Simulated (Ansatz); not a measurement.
Consider HgS in the rock salt structure (space group Fm-3m, No. 225; a = 5.452 Å; a model cell, its experimental status unchecked).

Perturbation: a fraction x = 0.75 of the Hg sites is given to Au, ordered in a cell of 8 atoms (starting symmetry C2/m) and fully relaxed.

The other end (x = 1) is AuS in the rock salt structure (space group Fm-3m, No. 225; a hypothetical phase, not in the database extracts checked): 17.33 Å³/atom, gap zero; this end may not be an ambient phase.

Levels (all Ansatz, a first-principles code, PAW, earlier PAW set): PBEsol (420 eV, no spin-orbit coupling); PBEsol+SOC (420 eV, with spin-orbit coupling).

The geometry is relaxed with PBEsol.

| Item | Value |
|---|---|
| PBEsol pressure | 0.0 GPa |

### Question
What does PBEsol+SOC give at this geometry for the pressure?

### Answer
The pressure goes from zero to -0.5 GPa.

Single points use the geometry relaxed with PBEsol. The spin-orbit shifts are approximate. Each cell is one ordered arrangement of few atoms, which overstates ordering effects compared with a random alloy. No phonon test of stability was made. The runs without spin-orbit coupling are not spin-polarised. An odd electron count without spin: HgAu3S4 and AuS. Under x(Au) = 0.75, 8 atoms, C2/m the cell changed shape so far that it is another structure. This is not the structure that HgS has at room temperature and ambient pressure.
